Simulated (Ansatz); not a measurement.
**The (111) surface of fcc Ag in its 1x1 cell, outermost plane spacing 2.40 Å in the ideal cut**

These are PBE (plane waves to 420 eV, PAW; Ansatz, a first-principles code) values and carry that method's errors.

Set-up: 6 atoms, 12.0 Å thick at the start; mesh 15x15x1; 0.1 eV smearing; dipole correction on; all atoms relaxed; start symmetry kept, larger cells not searched; no spin, no spin-orbit, no U.

```yaml
surface energy (mean of both faces): 0.75 J/m²
surface_energy_before_relaxation: 0.75 J/m²
work_function_of_the_top_face: 4.45 eV
energy_released_by_relaxation: 0.000 eV
cost: around 40 core-seconds (rough)
```
